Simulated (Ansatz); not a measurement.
Defect migration in fcc Cu: interstitial B, neutral cell. Method: PBE, PAW (plane waves to 420 eV; Ansatz, a program for electronic structure).

Cell of 32 host sites held at the relaxed PBE lattice; a 2×2×2 k-point mesh shifted by half a step; Fermi-Dirac width 0.10 eV, spin-restricted; finite-size errors left in. Static, classical nuclei. Sites that were not tried may lie lower.

Barriers: single points on a 4×4×4 k-point mesh shifted by half a step at the bands' geometries (they differ from the bands' own by up to 0.18 eV, and are uncertain by about as much).

The step: one B atom jumps by itself; the atom moves 2.56 Å along (0.00, -0.50, -0.50) of the unit cell; the moving atom starts with neighbours 6 Cu at 1.97 Å and ends with 6 Cu at 1.97 Å.

Problem. Predict the migration barrier of this step from PBE, PAW.

Solution. 1.19 eV, the same both ways. At the saddle the moving atom has neighbours 2 Cu at 1.83, 4 Cu at 2.12 Å. The program found a first-order saddle point.
